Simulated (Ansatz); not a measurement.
The starting structures come from a database of crystals and need not be the phases stable at ambient conditions.

 Where the default PAW files enter, the runs use the earlier of Ansatz's two default sets.

By LDA and PBEsol, the system below comes out a metal.

Input:

```yaml
crystal:
  lattice:
    - [3.89458, 0.00000, 0.00000]
    - [0.00000, 4.02390, 0.00000]
    - [0.00000, 2.01195, 10.53632]
  atoms:
    - { symbol: Y, position: [0.75000, 0.41612, 0.16776] }
    - { symbol: Y, position: [0.25000, 0.58388, 0.83224] }
    - { symbol: Ge, position: [0.75000, 0.80962, 0.38076] }
    - { symbol: Ge, position: [0.25000, 0.19038, 0.61924] }
    - { symbol: Ge, position: [0.25000, 0.96218, 0.07564] }
    - { symbol: Ge, position: [0.75000, 0.03782, 0.92436] }
    - { symbol: Ge, position: [0.25000, 0.30751, 0.38498] }
    - { symbol: Ge, position: [0.75000, 0.69249, 0.61502] }
```

Space group of this cell: Cmcm. The cell is taken as given; by PBEsol its mean pressure is -2.1 GPa.

The current runs along the normal of the first two printed vectors. All runs by Ansatz (a program for electronic structure), plane waves and PAW, without spin-orbit coupling; the base is PBEsol.

```csv
run,mean pressure (GPa),"G/A, both spins (10¹⁵ S/m²)"
base,-2.1,0.26
all lengths scaled by 0.98,3.2,0.27
all lengths scaled by 1.02,-6.0,?
lda in place of pbesol,-4.3,0.26
"lengths across the current scaled by 0.98, ions clamped",1.1,0.25
"lengths across the current scaled by 1.02, ions clamped",-4.7,0.25
"lengths along the current scaled by 0.97, ions clamped",0.7,0.27
"lengths along the current scaled by 1.03, ions clamped",-4.3,0.23
```

Q: What belongs in the gaps?

A: 
- all lengths scaled by 1.02, G/A, both spins (10¹⁵ S/m²): 0.24
